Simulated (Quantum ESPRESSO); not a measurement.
Short convergence ladders for the (001) slab of Au (cut from a parent of space group no. 2; 4 atoms in the cell)

```
Au
1.0
    2.82957     0.00000     0.00000
   -0.01302     2.83428     0.00000
    0.00000     0.00000    21.18478
Au
4
Cartesian
  0.62052   0.53353   9.23621
  2.11120   2.01263   7.00000
  2.29348   2.17648  14.18478
  0.96761   0.82129  11.94858
```

Base method: LDA (PZ), GBRV 1.5 ultrasoft (LDA) pseudopotentials (plane waves; Quantum ESPRESSO 7.5).

Base settings: ecutwfc = 40 Ry; ecutrho = 320 Ry; occupations = smearing; smearing = gaussian; degauss = 0.0073499 Ry; mixing_mode = local-TF; potentials = {Au: au_lda_v1.uspp.F.UPF}; K_POINTS = automatic 5 5 1 0 0 0; conv_thr = 1e-10 Ry; mixing_beta = 0.3.

The count of work is k-points × plane waves × bands × iterations; it is no time. Core times come from one kind of shared machine, to one figure; runs under 30 s give none.

**The vacuum**

The mesh stays at the base's, so the ladder's end is converged at best in this setting alone.

Only quantities that move along the ladder and can be compared are tabulated.

| vacuum between outermost atoms (Å) | free energy less the last step's (meV/atom) | largest difference of a force vector from the last step's (eV/Å) | count of work / last | core time / last (rough) |
|---|---|---|---|---|
| 3.0 | -204.52 | 0.965 | 0.25 | 0.1 |
| 5.0 | -2.17 | 0.057 | 0.45 | 0.3 |
| 7.0 | 0.20 | 0.006 | 0.32 | 0.2 |
| 14.0 | -0.01 | 0.000 | 0.46 | 0.5 |
| 30.0 | 0.00 | 0.000 | 1.0 | 1 |

Smallest vacuum between outermost atoms (Å) that holds the free energy within 2 meV/atom of the last step, with all finer ones: 7.0, at 0.32 of the last step's count of work and about 0.2 of the last step's time; the step before is off by 2.2 meV/atom.

Smallest vacuum between outermost atoms (Å) that holds the forces within 0.005 eV/Å of the last step, with all finer ones: 14.0; the step before is off by 0.006 eV/Å.

**The k-point mesh**

Only quantities that move along the ladder and can be compared are tabulated.

```tsv
K_POINTS	free energy less the last step's (meV/atom)	largest difference of a force vector from the last step's (eV/Å)	count of work / last	core time / last (rough)
automatic 2 2 1 0 0 0	1449.23	0.155	0.073	0.2
automatic 4 4 1 0 0 0	4.33	0.392	0.17	0.3
automatic 5 5 1 0 0 0	54.11	0.221	0.22	0.4
automatic 7 7 1 0 0 0	30.76	0.128	0.52	0.4
automatic 10 10 1 0 0 0	0.00	0.000	1.0	1
```

Coarsest K_POINTS that holds the free energy within 5 meV/atom: not settled: the last two steps still differ by 31 meV/atom, over half the tolerance, so the ladder does not show it.

Coarsest K_POINTS that holds the forces within 0.02 eV/Å: not settled: the last two steps still differ by 0.13 eV/Å, over half the tolerance, so the ladder does not show it.

**The plane-wave cutoff**

Moved along: ecutrho.

The mesh stays at the base's, so the ladder's end is converged at best in this setting alone.

Only quantities that move along the ladder and can be compared are tabulated.

```tsv
ecutwfc	free energy less the last step's (meV/atom)	largest difference of a force vector from the last step's (eV/Å)	count of work / last	core time / last (rough)
20 Ry	367.14	0.027	0.15	0.1
24 Ry	19.45	0.003	0.22	0.1
28 Ry	6.30	0.003	0.25	0.2
40 Ry	3.05	0.000	0.40	0.6
60 Ry	0.00	0.000	1.0	1
```

Coarsest ecutwfc that holds the free energy within 5 meV/atom: not settled: the last two steps still differ by 3.1 meV/atom, over half the tolerance, so the ladder does not show it.

Coarsest ecutwfc that holds the forces within 0.005 eV/Å of the last step, with all finer ones: 24 Ry, at 0.22 of the last step's count of work and about 0.1 of the last step's time; the step before is off by 0.027 eV/Å.

On the base run: the starting cell comes from a database of computed structures (which also holds hypothetical and non-ambient phases and stackings), without a prior relaxation at this level. The slab is cut from that crystal, and its faces are unrelaxed. Its lattice was rescaled by up to half a per cent. Without a gap this mesh is coarse (it stands for a supercell whose shortest in-plane vector is 14 Å).
